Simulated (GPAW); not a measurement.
GPAW run on KCl (Fm-3m, 2 atoms in the cell): self-consistent single point

Method: PBE, GPAW PAW datasets PBE (gpaw-data 1.0.1) (plane waves; GPAW 25.7.0).

Input:

```python
from ase import Atoms
from ase.units import GPa
from gpaw import GPAW, PW, FermiDirac

atoms = Atoms(['K', 'Cl'],
              cell=[[0.000000, 3.135565, 3.135565],
                    [3.135565, 0.000000, 3.135565],
                    [3.135565, 3.135565, 0.000000]],
              scaled_positions=[[0.000000, 0.000000, 0.000000],
                                [0.500000, 0.500000, 0.500000]],
              pbc=True)

calc = GPAW(mode=PW(550),
            xc='PBE',
            kpts={'size': (6, 6, 6), 'gamma': True},
            occupations=FermiDirac(0.02),
            nbands=-6,
            convergence={'density': 1e-05, 'bands': -4},
            symmetry={'symmorphic': False, 'tolerance': 0.0005},
            maxiter=120)

atoms.calc = calc

energy = atoms.get_potential_energy()
print('Energy (eV):', round(energy, 6))
forces = atoms.get_forces()
print('Forces (eV/Ang):')
print(forces.round(5))
stress = atoms.get_stress()
print('Stress (GPa, Voigt):', (stress / GPa).round(4))
```

Log, with long lists cut:

```
Input parameters:
  convergence: {bands: -4,
                density: 1e-05}
  kpts: {gamma: True,
         size: (6, 6, 6)}
  maxiter: 120
  mode: {ecut: 550.0,
         name: pw}
  nbands: -6
  occupations: {fixmagmom: False,
                name: fermi-dirac,
                width: 0.02}
  symmetry: {symmorphic: False,
             tolerance: 0.0005}
  xc: PBE

species:
  K:
    name: Potassium
    Z: 19.0
    valence: 9
    core: 10
    charge: 0.0
    file: K.PBE.gz

    # Using partial waves for K as LCAO basis

  Cl:
    name: Chlorine
    Z: 17.0
    valence: 7
    core: 10
    charge: 0.0
    file: Cl.PBE.gz

    # Using partial waves for Cl as LCAO basis

Reference energy: -28937.202614  # eV

Spin-paired calculation

Convergence criteria:
 Maximum [total energy] change in last 3 cyles: 0.0005 eV / valence electron
 Maximum integral of absolute [dens]ity change: 1e-05 electrons / valence electron
 Maximum integral of absolute [eigenst]ate change: 4e-08 eV^2 / valence electron
 Maximum number of scf [iter]ations: 120

Symmetries present (total): 48
Symmetries with fractional translations: 0
216 k-points: 6 x 6 x 6 Monkhorst-Pack grid + [1/12,1/12,1/12]
16 k-points in the irreducible part of the Brillouin zone
       k-points in crystal coordinates                weights
   0:     0.00000000    0.00000000    0.00000000          1/216
   1:     0.16666667    0.16666667    0.00000000          6/216
   2:     0.16666667    0.16666667    0.16666667          8/216
   [... 7 lines left out ...]
          ...
  15:     0.50000000    0.50000000    0.50000000          4/216

Wave functions: Plane wave expansion
  Cutoff energy: 550.000 eV
  Number of coefficients (min, max): 1772, 1821
  Pulay-stress correction: 0.000000 eV/Ang^3 (de/decut=0.000000)

Occupation numbers: Fermi-Dirac:
  width: 0.0200  # eV

Eigensolver

Densities:
  Coarse grid: 24*24*24 grid
  Fine grid: 48*48*48 grid
  Total Charge: 0.000000

Density mixing:
  Method: separate
  Backend: pulay
  Linear mixing parameter: 0.05
  old densities: 5
  Damping of long wavelength oscillations: 50

Hamiltonian:
  XC and Coulomb potentials evaluated on a 48*48*48 grid
  External potential:
    NoExternalPotential

XC parameters: PBE with 2 nearest neighbor stencil

Number of atoms: 2
Number of atomic orbitals: 9
Number of bands in calculation: 14
Number of valence electrons: 16
Bands to converge: 10

Density initialized from atomic densities
  9 bands from LCAO basis set
  5 bands from random numbers

Atomic positions and initial magnetic moments

Positions:
   0 K      0.000000    0.000000    0.000000    ( 0.0000,  0.0000,  0.0000)
   1 Cl     3.135565    3.135565    3.135565    ( 0.0000,  0.0000,  0.0000)

Unit cell:
           periodic     x           y           z      points  spacing
  1. axis:    yes    0.000000    3.135565    3.135565    24     0.1509
  2. axis:    yes    3.135565    0.000000    3.135565    24     0.1509
  3. axis:    yes    3.135565    3.135565    0.000000    24     0.1509

  Lengths:   4.434359   4.434359   4.434359
  Angles:   60.000000  60.000000  60.000000

Effective grid spacing dv^(1/3) = 0.1646

     iter     time        total  log10-change:
                         energy   eigst   dens
iter:   1 --:--:--    -7.141014   +1.38
iter:   2 --:--:--    -7.106190   +0.43  -1.30
iter:   3 --:--:--    -6.947024   -0.41  -1.33
iter:   4 --:--:--    -6.948954   -1.05  -1.57
iter:   5 --:--:--    -6.974510   -1.40  -1.58
iter:   6 --:--:--    -6.962091   -1.80  -1.99
iter:   7 --:--:--    -6.961908   -2.50  -2.58
iter:   8 --:--:--    -6.962070c  -3.06  -2.92
iter:   9 --:--:--    -6.962039c  -3.62  -3.17
iter:  10 --:--:--    -6.962066c  -3.91  -3.14
iter:  11 --:--:--    -6.962064c  -4.35  -3.90
iter:  12 --:--:--    -6.962064c  -4.83  -4.34
iter:  13 --:--:--    -6.962064c  -5.26  -4.33
iter:  14 --:--:--    -6.962064c  -5.71  -4.32
iter:  15 --:--:--    -6.962065c  -5.97  -4.33
iter:  16 --:--:--    -6.962065c  -6.47  -4.67
iter:  17 --:--:--    -6.962065c  -6.95  -4.73
iter:  18 --:--:--    -6.962065c  -7.16  -4.79
iter:  19 --:--:--    -6.962065c  -7.81c -4.92
iter:  20 --:--:--    -6.962065c  -8.26c -5.01c

Converged after 20 iterations.

Dipole moment: (0.000000, 0.000000, 0.000000) |e|*Ang

Energy contributions relative to reference atoms: (reference = -28937.202614)

Kinetic:         +4.165840
Potential:       -3.399954
External:        +0.000000
XC:              -7.090696
Entropy (-ST):   -0.000000
Local:           -0.637255
SIC:             +0.000000
--------------------------
Free energy:     -6.962065
Extrapolated:    -6.962065

Showing only first 2 kpts
 Kpt  Band  Eigenvalues  Occupancy
  0     6     -0.27104    2.00000
  0     7     -0.27104    2.00000
  0     8      4.95714    0.00000
  0     9      8.09299    0.00000

  1     6     -0.34183    2.00000
  1     7     -0.34182    2.00000
  1     8      5.73171    0.00000
  1     9      7.44444    0.00000

Fermi level: 1.68294

Gap: 5.228 eV
Transition (v -> c):
  (s=0, k=0, n=7, [0.00, 0.00, 0.00]) -> (s=0, k=0, n=8, [0.00, 0.00, 0.00])
No difference between direct/indirect transitions
Energy (eV): -6.962065

Forces in eV/Ang:
  0 K     0.00000    0.00000    0.00000
  1 Cl   -0.00000    0.00000    0.00000

Stress tensor:
    -0.005232     0.000000     0.000000
     0.000000    -0.005232    -0.000000
     0.000000    -0.000000    -0.005232
Stress (GPa, Voigt): [-0.8383 -0.8383 -0.8383 -0.      0.      0.    ]
```

The run converged in 20 iterations. GPAW prints stress with tension positive.

The starting cell has typed, rounded lattice constants, without a prior relaxation at this level. Its lattice was rescaled by up to half a per cent.
